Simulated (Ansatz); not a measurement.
Given:

```xyz
4
Lattice="4.0497 0.0000 0.0000 2.0248 3.5071 0.0000 0.0000 0.0000 6.6762" Properties=species:S:1:pos:R:3 pbc="T T T"
Cd     2.0248     1.1690     0.0123
Cd     4.0497     2.3381     3.3504
S      2.0248     1.1690     2.5046
S      4.0497     2.3381     5.8427
```

No spin polarisation.

Level of theory: plane-wave PAW DFT at the LDA level (Ansatz, a program for electronic structure, 420 eV), no SOC. Settings: 9×9×5 k-points, 0.05 eV Fermi–Dirac smearing.

### Question
Predict the gap character, space group, in-plane stress and band gap.

### Answer
The gap character comes out as direct at Γ and the space group is P6_3mc (No. 186). The mean in-plane stress (compression positive) is +0.6 GPa and the band gap is 1.02 eV.

The cells carry an imposed strain or load. No phonon test of stability was made. The cell was made from CdS in the wurtzite structure (space group P6_3mc, No. 186) by this change: biaxial strain −0.60 %, plane normal [001], relaxed out of plane.
